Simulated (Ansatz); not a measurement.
**Hypothetical fluorite TaGe2, element substitutions**

Base system: TaGe2 in the fluorite structure (space group Fm-3m, No. 225; a = 6.190 Å; a hypothetical phase, not in the database extracts checked).

Each row replaces one element on all its sites; cell and atoms are relaxed.

Levels (all Ansatz, a quantum-chemistry and plane-wave program, PAW, earlier PAW set): PBEsol (420 eV, no spin-orbit coupling); r2SCAN (500 eV, scalar-relativistic without spin-orbit coupling); PBEsol+SOC (420 eV, with spin-orbit coupling).

Pressures by level, all at the geometries relaxed with PBEsol:

```csv
case,PBEsol,r2SCAN,PBEsol+SOC
base,0.0 GPa,2.2 GPa,0.1 GPa
Ta → W,0.0 GPa,1.9 GPa,0.4 GPa
Ta → Ti,0.0 GPa,2.2 GPa,0.0 GPa
Ge → C,0.0 GPa,4.6 GPa,-0.3 GPa
```

Single points use the geometry relaxed with PBEsol. Their cutoffs differ, which shifts pressures a little. The spin-orbit shifts are approximate. Stability against distortions was not tested. As relaxed here, WGe2, TiGe2 and TaC2 are hypothetical phases, not in the database extracts checked. The runs without spin-orbit coupling are not spin-polarised. An odd electron count without spin: TaGe2 and TaC2. WGe2, TaGe2, TiGe2 and TaC2 have a high density of states at the Fermi level and may be magnetic at this level.
